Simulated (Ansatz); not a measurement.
SnGe (model structure, started from the CsCl type, Pm-3m, No. 221, 2 atoms in the cell)

These are PBEsol (PAW; Ansatz, a first-principles code) values and carry that method's errors.

Numerical settings: plane-wave cutoff 500 eV, 12×12×12 k mesh, Fermi–Dirac smearing 0.05 eV, scalar-relativistic PAW data made under PBE.

Cell (relaxed at this level):

```cif
data_GeSn
_chemical_formula_sum 'Sn1 Ge1'
_space_group_name_H-M_alt 'Pm-3m'
_space_group_IT_number 221
_space_group_name_Hall '-P 4 2 3'
_cell_length_a 3.53176
_cell_length_b 3.53176
_cell_length_c 3.53176
_cell_angle_alpha 90.000
_cell_angle_beta 90.000
_cell_angle_gamma 90.000
loop_
_atom_site_label
_atom_site_type_symbol
_atom_site_symmetry_multiplicity
_atom_site_Wyckoff_symbol
_atom_site_fract_x
_atom_site_fract_y
_atom_site_fract_z
_atom_site_occupancy
Sn1 Sn 1 a 0.00000 0.00000 0.00000 1
Ge1 Ge 1 b 0.50000 0.50000 0.50000 1
```

```json
{
  "band_gap": "none"
}
```

Note: the relaxation could raise the start's symmetry but not lower it, so the cell can be a saddle point.

Spin–orbit coupling is not included.

Static lattice: no zero-point or thermal effects.

A model structure was made by putting elements into a prototype or built by hand; it is no filed structure, need not be a known phase, and can be a saddle point held by its symmetry.
